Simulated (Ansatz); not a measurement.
# SiC3 (model structure, P-4m2, No. 115, 4 atoms in the cell)

All values below come from LDA in Ansatz (PAW).

Settings: plane-wave cutoff 520 eV, 12×12×8 k mesh (along the axes of the cell as run), Fermi–Dirac smearing 0.01 eV, scalar-relativistic PAW data made under PBE.

Cell (relaxed at this level):

Space group P-4m2 (No. 115); a = b = 2.7647 Å, c = 4.0704 Å, α = β = γ = 90.00°

```csv
atom,site,symmetry,x,y,z
C,1a,-4m2,0.0000,0.0000,0.0000
C,2g,2mm.,0.5000,0.0000,0.2104
Si,1c,-4m2,0.5000,0.5000,0.5000
```

- band gap: 1.21 eV (indirect)
- smallest direct gap on the k points sampled: 1.72 eV

Note: the relaxation could raise the start's symmetry but not lower it, so the cell can be a saddle point.

The computed numbers hold no vibrational or temperature effects.

Computing time: very roughly 9 core-seconds.

A model structure was made by putting elements into a prototype or built by hand; it is no filed structure, need not be a known phase, and can be a saddle point held by its symmetry.

Ansatz is a program for electronic structure.
